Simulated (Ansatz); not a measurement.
A user runs Ansatz (a first-principles code) on AlBO3 (R-3c, 10 atoms in the cell) and asks whether the run is sound. The aim is a self-consistent single point with DFT, LDA (PW92), plane waves, default PAW files made with PBE.

Cell that was meant: a = 5.2478 Å, b = 5.2478 Å, c = 5.2478 Å, α = 50.25°, β = 50.25°, γ = 50.25°.

Part of the input:

Ansatz 0.2 input:
```yaml
    - { symbol: O, position: [0.059070, 0.440930, 0.750000] }
    - { symbol: O, position: [0.750000, 0.059070, 0.440930] }
    - { symbol: O, position: [0.440930, 0.750000, 0.059070] }
basis:
  ecutwfc: 170.0
kpoints:
  mp_grid: { grid: [9, 9, 9], shift: [0.5, 0.5, 0.5] }
hamiltonian:
```

Log, with long lists cut:

```
   [... lines left out ...]
PAW frozen core: O, regenerated for the run's functional, and the local potential with it
Initial density: superposition of atomic densities (neutral atoms: chi_scale 0, normalization atom), corrected by the library's trained network
Initial wavefunctions: pseudopotential atomic-orbital guess
Eigensolver: davidson
Functional: x = slater, c = lda
SCF iter   1: F=—  HF=-4596.937837 eV  |F-HF|=—  |Δ(HF+E_count)|=         —  Δρ=2.85e-1  dr2=2.85e1  ethr=1.77e-3  ⟨swp⟩=6.9  Hψ=14143  notcnv=0  defer=91
all-band conjugate gradients solve this SCF's bands
preconditioner: auto → Resta (q_TF=auto, 2.513 Å⁻¹)
SCF iter   2: F=—  HF=-4584.803663 eV  |F-HF|=—  |Δ(HF+E_count)|=    1.21e1  Δρ=9.28e-2  dr2=1.71e0  ethr=1.77e-3  ⟨swp⟩=3.4  Hψ=7921  notcnv=0  defer=285
   [... lines left out ...]
SCF iter   5: F=—  HF=-4583.807160 eV  |F-HF|=—  |Δ(HF+E_count)|=   7.38e-4  Δρ=2.46e-4  dr2=2.18e-5  ethr=3.37e-6  ⟨swp⟩=2.0  Hψ=3853  notcnv=0  defer=291
SCF iter   6: F=—  HF=-4583.807156 eV  |F-HF|=—  |Δ(HF+E_count)|=   4.09e-6  Δρ=3.98e-5  dr2=1.26e-6  ethr=4.54e-8  ⟨swp⟩=2.0  Hψ=4336  notcnv=0  defer=291
SCF iter   7: F=-4583.807155 eV  HF=-4583.807155 eV  |F-HF|=1.54e-8  |Δ(HF+E_count)|=   5.94e-7  Δρ=6.58e-6  dr2=2.59e-8  ethr=2.08e-10  ⟨swp⟩=12.4  Hψ=14442  notcnv=0
SCF 1 converged in 7 iterations: F = -4583.807155 eV  dr2 = 2.59e-8
Free energy (F): -4583.807155 eV
Internal energy: -4583.807155 eV  (E = F + TS)
E sigma→0 (E₀):  -4583.807155 eV
Fermi energy:    10.421917 eV
--- Forces (eV/Å), atoms counted from 1 ---
  atom   1  Al     0.00000000    -0.00000000     0.00000000
  atom   2  Al     0.00000000     0.00000000     0.00000000
  atom   3  B     -0.00000000     0.00000000     0.00000000
  atom   4  B      0.00000000    -0.00000000     0.00000000
  atom   5  O      1.59826305    -0.00000000     0.00000000
  atom   6  O     -0.79913152     1.38413640     0.00000005
  atom   7  O     -0.79913152    -1.38413640    -0.00000005
  atom   8  O     -1.59826305     0.00000000     0.00000000
   [... lines left out ...]
  atom  10  O      0.79913152     1.38413640     0.00000005
--- Stress (GPa, compression-positive) ---
      -10.658453      -0.000000      -0.000000
       -0.000000     -10.658453      -0.000000
       -0.000000      -0.000000       0.467570
  P = ⅓ Tr σ = -6.9498 GPa (-69.498 kbar)
  The stress holds the Pulay correction. Without it, at fixed plane waves, as pw.x and ABINIT print it: P = -412.5489 GPa
```

**Question.** Is anything amiss in this input, and did it matter?

**Answer.** The run is not sound. The fault is a basis or grid far too coarse for these potentials. Far below the cutoff that the potentials were made for, the basis cannot represent the orbitals near the nuclei, and energies, forces and above all the stress go wrong. To fix it, restore the cutoff that the potentials need and check convergence. The run converged in 7 iterations without an error; against the sound input the free energy rises by 8.64 eV/atom, the pressure goes from -4.42 to -6.95 GPa, the largest force goes from 0.101 to 1.598 eV/Å and the gap on the mesh goes from 5.757 to 4.903 eV. At a fixed set of plane waves, without the program's Pulay estimate, the pressure is -412.55 GPa against -5.69 GPa.

The sound input it was made from differs as follows (other fixes are possible):
```diff
-basis:
-  ecutwfc: 170.0
```

With that input, the run converged in 6 iterations: free energy E − TS (on the zero of these files) -4670.2556 eV; top of the valence band (on the code's own zero) 7.07 eV; gap on the k-point mesh 5.76 eV; pressure -4.42 GPa; largest force (vector length) 0.101 eV/Å (DFT, LDA (PW92), plane waves, default PAW files made with PBE).

On the sound input: the starting cell comes from a database of published, mostly measured structures (it also holds non-ambient and calculated ones), without a prior relaxation at this level. Its lattice was rescaled by a random factor within 2.5 % of one. With a pressure of about -4 GPa the cell is away from its equilibrium volume at this level. Ansatz's pressure includes its estimate of the finite-basis (Pulay) stress. Without the estimate this run gives -5.69 GPa. The shifted mesh does not hold Γ, so a gap read on it misses any band edge there.
